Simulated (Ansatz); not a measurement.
What each level gives and costs: Cs₂InBiCl₆ (Fm-3m, 10 atoms in the cell)

Cell: a = 8.2417 Å, b = 8.2417 Å, c = 8.2417 Å, α = 60.00°, β = 60.00°, γ = 60.00°.

Program: Ansatz (an electronic-structure program), default PAW files made with PBE; each row names its functional.

Base settings: basis.ecutwfc = 420 eV; kpoints.mp_grid.grid = 3 3 3; hamiltonian.xc = hse06; hamiltonian.pseudopotentials = {kind: paw} (the program's default PAW files); scf.occupations.method = fixed.

Differences are taken from HSE06, a reference of convenience: it is no measurement, and no ranking of the functionals follows.

Core times come from one kind of shared machine and are given to one figure; runs under 30 s give none.

The starting cell comes from a database of computed structures (which also holds hypothetical and non-ambient phases and stackings), without a prior relaxation at this level. Its lattice was rescaled by a random factor within 2.5 % of one. Spin-orbit coupling is off. Ansatz's pressure includes its estimate of the finite-basis (Pulay) stress.

```csv
level,gap on the mesh less reference (eV),pressure less reference (GPa),largest difference in the force on any atom (eV/Å),core time / reference (rough)
PBEsol,-0.615,-0.69,0.107,–
PBE0,0.631,-0.01,0.016,1
HSE06,0.000,0.00,0.000,1
```

PBEsol ran in under 30 s, against roughly 400 s for HSE06.

Keys are those of Ansatz 0.2.
